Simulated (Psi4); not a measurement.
Psi4 1.11, PBE0/def2-svp, scf_type pk: Al(H)2(Et) (C[CH2][AlH2]), 10 atoms. The geometry is a generated start, not checked to be a minimum at this level.

```
Quantity                                          Value
-----------------------  ------------------------------
task                                             energy
method                                             pbe0
basis                                          def2-svp
memory                                             7 GB
e_convergence                                     1e-08
d_convergence                                     1e-07
guess                    auto, which took SAD (default)
diis_max_vecs                              10 (default)
scf_initial_accelerator                 adiis (default)
dft_radial_points                          75 (default)
dft_spherical_points                      302 (default)
basis functions                                      81
grid points                                      216331
```

```xyz
10

Al    -0.8600     1.1584     0.7998
H     -1.3034     1.7585     2.1589
H     -1.4805     1.8545    -0.4413
C      0.4003    -0.3719     0.5419
C      0.4210    -0.6907    -0.9685
H      0.1361    -1.2826     1.0964
H      1.4268    -0.1374     0.8655
H      0.7185     0.1894    -1.5404
H     -0.5734    -0.9778    -1.3121
H      1.1146    -1.5004    -1.2002
```

The reference run uses exact four-centre integrals (scf_type = pk). One run each, on a shared machine, so no times are given.

Settings tried, all else as in the reference:
- scf_type = cd, cholesky_tolerance = 1e-05
- scf_type = cd, cholesky_tolerance = 1e-06
- scf_type = dfdirj+link
- scf_type = dfdirj+snlink
- scf_type = mem_df
- scf_type = dfdirj+cosx, cosx_radial_points_final = 50, cosx_spherical_points_final = 194
- scf_type = cd, cholesky_tolerance = 0.001
- scf_type = dfdirj+cosx, cosx_radial_points_final = 25, cosx_spherical_points_final = 50
- scf_type = cd, cholesky_tolerance = 0.0001 (default)
- scf_type = dfdirj+cosx
- scf_type = cd, cholesky_tolerance = 0.01
- scf_type = dfdirj+cosx, cosx_radial_points_final = 75, cosx_spherical_points_final = 302

### Question
Sort the settings: which keep to the reference within 1.0 meV/atom in energy, and which don't?

### Answer
Within it: scf_type = cd, cholesky_tolerance = 1e-06; scf_type = cd, cholesky_tolerance = 1e-05; scf_type = mem_df; scf_type = dfdirj+cosx, cosx_radial_points_final = 50, cosx_spherical_points_final = 194; scf_type = dfdirj+cosx, cosx_radial_points_final = 75, cosx_spherical_points_final = 302; scf_type = dfdirj+snlink; scf_type = dfdirj+link; scf_type = dfdirj+cosx. Outside: scf_type = cd, cholesky_tolerance = 0.0001 (default); scf_type = cd, cholesky_tolerance = 0.001; scf_type = cd, cholesky_tolerance = 0.01; scf_type = dfdirj+cosx, cosx_radial_points_final = 25, cosx_spherical_points_final = 50.

| setting | energy against the reference |
|---|---|
| scf_type = cd, cholesky_tolerance = 1e-06 | under 0.001 meV/atom |
| scf_type = cd, cholesky_tolerance = 1e-05 | −0.014 meV/atom |
| scf_type = mem_df | −0.23 meV/atom |
| scf_type = dfdirj+cosx, cosx_radial_points_final = 50, cosx_spherical_points_final = 194 | −0.29 meV/atom |
| scf_type = dfdirj+cosx, cosx_radial_points_final = 75, cosx_spherical_points_final = 302 | −0.30 meV/atom |
| scf_type = dfdirj+snlink | −0.31 meV/atom |
| scf_type = dfdirj+link | −0.31 meV/atom |
| scf_type = dfdirj+cosx | −0.43 meV/atom |
| scf_type = cd, cholesky_tolerance = 0.0001 (default) | −1.4 meV/atom |
| scf_type = cd, cholesky_tolerance = 0.001 | −2.5 meV/atom |
| scf_type = cd, cholesky_tolerance = 0.01 | −3.9 meV/atom |
| scf_type = dfdirj+cosx, cosx_radial_points_final = 25, cosx_spherical_points_final = 50 | +4.1 meV/atom |

Total energies are compared; such shifts often cancel in part in energy differences. The DFDIRJ builders fit J, which adds its shift to that of exchange. Psi4 runs the final COSX grid once, on the density of the start grid. Also tried and not ranked: scf_type = direct (same energy as a listed run). The tolerance is a choice made for this comparison.
